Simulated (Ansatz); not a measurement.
Base system: Mg (space group R-3m, No. 166; a = 3.178 Å, c = 23.241 Å (hexagonal axes); a cell from a computed database, its experimental status unchecked; relaxed with 0.1 eV smearing). Axes: x lies along a and z along c of the hexagonal cell.

All numbers come from Ansatz (a quantum-chemistry and plane-wave program) PBEsol, without spin-orbit coupling.

Modification: biaxial strain +0.50 %, plane normal [001], relaxed out of plane (Cartesian); in-plane vectors clamped, the third vector and the atoms free.

### Question
What does the calculation give for the out-of-plane strain after the change?

### Answer
The out-of-plane strain amounts to -0.27 %.

### Question
What does the calculation give for the in-plane stress after the change?

### Answer
The mean in-plane stress (compression positive) comes out as -0.4 GPa.

### Question
Estimate the effect on the energy relative to the base.

### Answer
The energy is nearly the same.

Stability against distortions was not tested. This is not the structure that Mg has at room temperature and ambient pressure.
